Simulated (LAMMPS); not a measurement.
Simulation of 320 Si atoms arriving one at a time, 3 ps apart with 0.2 eV each, on 1066 Å² of the (001) face of Si (diamond structure) held at 340 K.

Model: classical MD, pair style tersoff, file SiC_Erhart-Albe.tersoff (LAMMPS).

**Question.** Predict the substrate atoms found in the film, the rms roughness, the share of arrivals that stuck.

**Answer.** substrate atoms found in the film: 2; rms roughness: 1.6 Å; share of arrivals that stuck: 320 of 320.

Caution: growth rates of MD are many orders above those of real deposition. Caution: the (001) face starts bulk-cut, without dimer rows.
